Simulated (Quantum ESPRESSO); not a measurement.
Band structure of Co7Ge4 (P-6m2, 11 atoms in the cell).

```
Co7Ge4
1.0
    3.94948     0.00000     0.00000
   -1.97474     3.42035     0.00000
    0.00000     0.00000     9.95210
Co Ge
7 4
Cartesian
  0.00000   0.00000   8.77516
  0.00000   0.00000   1.17694
  0.00000   0.00000   3.69223
  0.00000   0.00000   6.25987
  1.97474   1.14012   4.97605
  0.00000   2.28023   7.64053
  0.00000   2.28023   2.31157
  1.97474   1.14012   7.35908
  1.97474   1.14012   2.59302
  0.00000   2.28023   0.00000
  0.00000   2.28023   4.97605
```
Moments meant for the start (each program seeds them in its own way; μB, in the order of the atoms Co Co Co Co Co Co Co Ge Ge Ge Ge): 3.0 3.0 3.0 3.0 0.0 3.0 3.0 0.0 0.0 0.0 0.0.

Method: LDA (PZ), PSlibrary PAW (LDA) pseudopotentials (plane waves; Quantum ESPRESSO).

Settings: ecutwfc = 55 Ry; ecutrho = 330 Ry; occupations = smearing; smearing = cold; degauss = 0.0147 Ry; nspin = 2; K_POINTS = automatic 3 3 1 0 0 0; conv_thr = 1e-09 Ry; mixing_beta = 0.3.

The starting cell comes from a database of computed structures (which also holds hypothetical and non-ambient phases and stackings), without a prior relaxation at this level. The magnetic order is the one reached from the typed start; others were not searched systematically.

Levels in eV from the Fermi level, bands 38 to 45 of the first spin channel:
```json
[
 {"point": "Γ", "38": "0.01", "39": "0.01", "40": "0.73", "41": "1.94", "42": "2.05", "43": "2.77", "44": "2.77", "45": "3.13"},
 {"point": "M", "38": "-0.69", "39": "-0.59", "40": "-0.44", "41": "-0.35", "42": "-0.34", "43": "-0.15", "44": "0.05", "45": "1.21"},
 {"point": "K", "38": "-0.80", "39": "-0.61", "40": "-0.60", "41": "-0.47", "42": "-0.25", "43": "-0.18", "44": "0.01", "45": "0.50"},
 {"point": "A", "38": "-0.03", "39": "-0.03", "40": "1.03", "41": "1.37", "42": "2.37", "43": "2.82", "44": "2.83", "45": "3.00"},
 {"point": "L", "38": "-0.73", "39": "-0.68", "40": "-0.42", "41": "-0.40", "42": "-0.13", "43": "-0.04", "44": "0.02", "45": "0.58"},
 {"point": "H", "38": "-0.64", "39": "-0.59", "40": "-0.55", "41": "-0.54", "42": "-0.44", "43": "-0.14", "44": "0.10", "45": "0.66"}
]
```

Bands cross the Fermi level along this path, so the cell is metallic at this level.

The net moment of the cell came out as 2.96 μB.
